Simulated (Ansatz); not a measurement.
What uniaxial strain ε_xx = −4.55 % does to InPd3

Start from InPd3 in the Cu3Au type structure (space group Pm-3m, No. 221; a = 3.9706 Å; a cell from a computed database, its experimental status unchecked; relaxed with 0.1 eV smearing). Axes: x, y, z lie along the cube axes.

The change: uniaxial strain ε_xx = −4.55 %, all other strain components held at zero, atoms relaxed at fixed cell.

Level of theory: Kohn–Sham DFT with the PBEsol functional, run in Ansatz (a program for electronic structure) with PAW and 420 eV plane waves, scalar-relativistic without spin-orbit coupling. Settings: 15×15×15 k-points, 0.1 eV Fermi–Dirac smearing.

```json
[
 {"quantity": "volume per atom", "base": "15.65 Å³", "changed": "14.94 Å³", "shift": "-0.71 Å³"},
 {"quantity": "shortest interatomic distance", "base": "5.306 bohr", "changed": "5.186 bohr", "shift": "-0.1193 bohr"},
 {"quantity": "energy relative to the base (free energy F)", "base": "0 meV/atom", "changed": "+23 meV/atom", "shift": "+23 meV/atom"},
 {"quantity": "pressure (mean of the normal stresses, compression positive)", "base": "0.0 GPa", "changed": "9.1 GPa", "shift": "+9.1 GPa"},
 {"quantity": "band gap", "base": "zero", "changed": "zero", "shift": "–"},
 {"quantity": "stress (xx, yy, zz, yz, xz, xy; compression positive)", "base": "–", "changed": "(10.6, 8.4, 8.4, 0.0, 0.0, 0.0) GPa", "shift": "–"}
]
```

Final structure:

```xyz
4
Lattice="3.7899 0.0000 0.0000 0.0000 3.9706 0.0000 0.0000 0.0000 3.9706" Properties=species:S:1:pos:R:3 pbc="T T T"
In     0.0000     0.0000     0.0000
Pd     1.8950     1.9853     0.0000
Pd     0.0000     1.9853     1.9853
Pd     1.8950     0.0000     1.9853
```

No phonon test of stability was made. All final runs are without spin polarisation.
